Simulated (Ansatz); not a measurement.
Base system: Zr in the hcp (Mg type) structure (space group P6_3/mmc, No. 194; a = 3.231 Å, c = 5.173 Å).

(Cell as relaxed with PBE.)

Levels (all Ansatz, a quantum-chemistry and plane-wave program, PAW): PBE (420 eV, no SOC); r2SCAN (500 eV, scalar-relativistic without spin-orbit coupling).

Each level relaxes its own structure.

| quantity | PBE | r2SCAN |
|---|---|---|
| volume per atom | 23.39 Å³ | 23.50 Å³ |
| lattice parameter a | 3.231 Å | 3.246 Å |
| lattice parameter c | 5.173 Å | 5.151 Å |
| band gap | zero | zero |

PBE's volume per atom lies 0.11 Å³ below r2SCAN's (0.5 %); PBE's lattice parameter a lies 0.015 Å below r2SCAN's (0.5 %); PBE's lattice parameter c lies 0.022 Å above r2SCAN's (0.4 %); the two agree on the band gap. Neither level is exact; r2SCAN is the comparison here, not a measurement.

Whether these cells are dynamically stable was not tested. The final runs are not spin-polarised.
